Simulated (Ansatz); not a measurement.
CuCl (model structure, started from the HgO type, P3₁21, No. 152, 6 atoms in the cell) was calculated with PBEsol (Ansatz, a quantum-chemistry and plane-wave program, PAW).

Numerical settings: plane-wave cutoff 520 eV, 12×12×4 k mesh (along the axes of the cell as run), Fermi–Dirac smearing 0.01 eV, no spin polarisation, scalar-relativistic PAW data made under PBE.

Cell (relaxed at this level):

```yaml
crystal:
  lattice:
    - [3.98059, 0.00000, 0.00000]
    - [-1.99029, 3.44729, 0.00000]
    - [0.00000, 0.00000, 8.97843]
  atoms:
    - { symbol: Cu, position: [0.21976, 0.21976, 0.50000] }
    - { symbol: Cu, position: [0.78024, 0.00000, 0.83333] }
    - { symbol: Cu, position: [0.00000, 0.78024, 0.16667] }
    - { symbol: Cl, position: [0.56342, 0.56342, 0.00000] }
    - { symbol: Cl, position: [0.43658, 0.00000, 0.33333] }
    - { symbol: Cl, position: [0.00000, 0.43658, 0.66667] }
```

Q: Estimate the band gap that the calculation returns.

A: 
* **band gap**: 2.06 eV (on the SCF k mesh)

Note: the relaxation could raise the start's symmetry but not lower it, so the cell can be a saddle point.

The computed numbers hold no vibrational or temperature effects.

It cost around 5 core-minutes (rough) of CPU time.

A model structure was made by putting elements into a prototype or built by hand; it is no filed structure, need not be a known phase, and can be a saddle point held by its symmetry.
